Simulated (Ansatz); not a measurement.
# W₂N in the anti-CdI2 type structure (space group P-3m1, No. 164; a hypothetical phase, not in the database extracts checked)

```
W2N
1.0
    2.80136     0.00000     0.00000
   -1.40068     2.42605     0.00000
    0.00000     0.00000     5.30525
N W
1 2
Direct
  0.00000   0.00000   0.00000
  0.33333   0.66667   0.26880
  0.66667   0.33333   0.73120
```

Calculations: PBEsol (Ansatz, an electronic-structure program), no SOC. Settings: 19×19×9 k-points, 0.05 eV Fermi–Dirac smearing.

```json
{
 "volume_per_atom": "12.02 Å³",
 "density": "17.58 g/cm³",
 "band_gap": "zero",
 "total_energy": "-6963.908 eV/atom (σ→0; compares only within this code and set-up)"
}
```

Stability against distortions was not tested. All final runs are without spin polarisation. An odd electron count without spin: W2N.
